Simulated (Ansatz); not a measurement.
## Na2PdH4 under a change: biaxial strain +3.25 %, plane normal [001], relaxed out of plane

The reference is Na2PdH4 (space group I4/mmm, No. 139; a = 5.274 Å, c = 6.514 Å; a cell from a computed database, its experimental status unchecked). Axes: x, y, z lie along a, b, c of the conventional cell.

The change: biaxial strain +3.25 %, plane normal [001], relaxed out of plane (Cartesian); in-plane vectors clamped, the third vector and the atoms free.

The values are results of Ansatz (an electronic-structure program) r2SCAN, scalar-relativistic without spin-orbit coupling, not measurements. Γ-centred 9×9×9 mesh, Fermi–Dirac width 0.05 eV.

```tsv
quantity	base	changed	shift
volume per atom	12.94 Å³	13.63 Å³	+0.69 Å³
space group	I4/mmm (No. 139)	I4/mmm (No. 139)	–
shortest interatomic distance	1.640 Å	1.644 Å	+0.004 Å
energy relative to the base (free energy F)	0 meV/atom	+4.7 meV/atom	+4.7 meV/atom
pressure (mean of the normal stresses, compression positive)	0.00 GPa	-1.14 GPa	-1.146 GPa
band gap	2.53 eV	2.50 eV	-0.03 eV
gap character	indirect, M → P	indirect, M → P	–
smallest direct gap	2.65 eV	2.78 eV	+0.13 eV
width of the top valence band	0.69 eV	0.72 eV	+0.03 eV
electron mass	0.62 mₑ along c, 0.38 mₑ across (at P)	0.60 mₑ out of plane, 0.39 mₑ in plane (at P)	–
out-of-plane strain	–	-1.17 %	–
ratio −ε⊥/ε∥	–	0.36	–
mean in-plane stress (compression positive)	–	-1.7 GPa	–
```

Effective masses come from finite differences of ±0.01 Å⁻¹. Stability against distortions was not tested.
